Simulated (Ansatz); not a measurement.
Band structure of Mg6SiW (Amm2, 8 atoms in the cell).

```
Mg6SiW
1.0
    5.05425     0.00000     0.00000
    0.00000     2.80920     5.34788
    0.00000    -2.80920     5.34788
Mg Si W
6 1 1
Direct
  0.50000   0.67384   0.17240
  0.50000   0.17240   0.67384
  0.00000   0.82349   0.33915
  0.00000   0.33915   0.82349
  0.00000   0.32376   0.32376
  0.00000   0.82171   0.82171
  0.50000   0.17035   0.17035
  0.50000   0.67529   0.67529
```

Computed with PBEsol, PAW files made with PBE (plane waves; Ansatz, an electronic-structure program).

Settings: basis.ecutwfc = 420 eV; kpoints.mp_grid.grid = 3 3 3; hamiltonian.xc = pbesol; hamiltonian.pseudopotentials = {kind: paw} (the program's default PAW files); scf.occupations.method = fermi_dirac; scf.occupations.width = 0.1 eV; kpoints.band_path.npoints = 8.

The starting cell comes from a database of computed structures (which also holds hypothetical and non-ambient phases and stackings), without a prior relaxation at this level. Spin-orbit coupling is off. Spin polarisation is off.

Levels in eV from the Fermi level, bands 36 to 43:
| point | 36 | 37 | 38 | 39 | 40 | 41 | 42 | 43 |
|---|---|---|---|---|---|---|---|---|
| Γ | -1.76 | -1.61 | -0.86 | -0.78 | 0.41 | 0.72 | 1.07 | 1.23 |
| X | -1.44 | -1.32 | -0.04 | -0.02 | 0.20 | 0.85 | 1.05 | 1.27 |
| S | -1.40 | -1.03 | -0.49 | -0.39 | 0.86 | 1.16 | 1.18 | 1.85 |
| R | -2.04 | -1.77 | -0.53 | 0.02 | 0.54 | 0.73 | 2.20 | 2.49 |
| A | -1.34 | -0.60 | -0.56 | -0.38 | 0.40 | 0.95 | 1.31 | 1.99 |
| Z | -1.88 | -1.68 | -0.95 | -0.84 | -0.49 | -0.41 | -0.06 | 0.55 |
| Y | -1.25 | -1.07 | -0.97 | -0.55 | 0.59 | 0.96 | 1.30 | 1.45 |
| X1 | -1.44 | -1.32 | -0.04 | -0.02 | 0.20 | 0.85 | 1.05 | 1.27 |
| A1 | -1.34 | -0.60 | -0.56 | -0.38 | 0.40 | 0.95 | 1.31 | 1.99 |
| T | -1.80 | -1.06 | -0.49 | 0.06 | 0.57 | 0.71 | 0.97 | 2.35 |

Bands cross the Fermi level along this path, so the cell is metallic at this level.

Keys are those of Ansatz 0.2.
